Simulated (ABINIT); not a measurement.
## Equation of state of zinc-blende ZnS (space group 216): energy against volume (ABINIT, PBE)

```xyz
2
Lattice="0.0000 2.6569 2.6569 2.6569 0.0000 2.6569 2.6569 2.6569 0.0000" Properties=species:S:1:pos:R:3 pbc="T T T"
Zn     0.0000     0.0000     0.0000
S      3.9854     3.9854     3.9854
```

Computed with PBE, norm-conserving pseudopotentials (PseudoDojo nc-sr-05 PBE standard) (plane waves; ABINIT). Settings: pseudos = [Zn.upf, S.upf]; ecut = 110 Ry; ixc = 11; occopt = 3; tsmear = 0.01 eV; ngkpt = 10 10 10; nshiftk = 1; shiftk = 0 0 0; potentials = PseudoDojo nc-sr-05 PBE standard; nband = 18; kptopt = 1; nstep = 60; tolvrs = 1e-11. The cell above is the first row's. The rows scale it uniformly. In all rows fractional positions and the k mesh are held. E is the free energy at the stated smearing, counted from the lowest row.

| V (Å^3/atom) | E (meV/atom) |
|---|---|
| 18.755 | 23.80 |
| 19.163 | 11.34 |
| 19.571 | 3.57 |
| 19.979 | 0.00 |
| 20.386 | 0.19 |
| 20.794 | 3.76 |
| 21.202 | 10.34 |
| 21.610 | 19.62 |
| 22.017 | ? |

Taking the third-order Birch-Murnaghan form, a cubic in V^(-2/3) for E over the 8 complete rows: With u = V^(-2/3) - 0.135, the rows have u = 0.006663, 0.004645, 0.002697, 0.000816, -0.000998, -0.002756, -0.004458, -0.006107. Least squares gives E = -0.349 - 9.4·u + 539441·u² + 895575·u³. Residuals (row less fit): -0.002, 0.004, 0.003, -0.003, -0.007, 0.004, 0.006, -0.003; standard error 0.006 (degrees of freedom: 4). Its minimum lies at u = 0.000009, so V0 = (0.135009)^(-3/2) = 20.16. There d²E/du² = 1079000 and d³E/du³ = 5373000, so B0 = (4/9) × 20.16^(-7/3) × 1079000 × 0.160218 = 69.5 GPa (the last factor turns the table's units into GPa), and B0' = 4 + (2/3) × 0.135009 × (5373000)/1079000 = 4.4. The program's pressures in the fitted runs (not shown) pass through zero at V = 20.16, 0.00 % from this V0.

Task: Estimate the missing E (V = 22.017); what did the run itself give?

Result: u = -0.007700, so E = -0.349 - 9.4 × (-0.007700) + 539441 × (-0.007700)² + 895575 × (-0.007700)³ = 31.298 meV/atom. The calculation gives 31.32 meV/atom, 0.022 meV/atom above the prediction (0.1 % of the range of E in the table). The row lies outside the fitted rows, so this is an extrapolation. From the scatter of the fitted rows alone, a prediction at this place has a standard error of 0.015 meV/atom, so the miss is 1.5 times that.

Carrying the step between the two nearest rows on in a straight line would have given 28.88, off by 2.44; series whose last step already gives the withheld value aren't shown. The scan was laid around a cell of about the measured size, scaled by a guess for this functional. The runs keep the symmetry of the cell, so they don't test it for distortions. Cutoffs and mesh are single choices, not tested for convergence of this quantity. Series with a scatter that would blur these digits, or in which a gap closes, are not shown. Nor are scans whose minimum lies at an end fitted in this form.
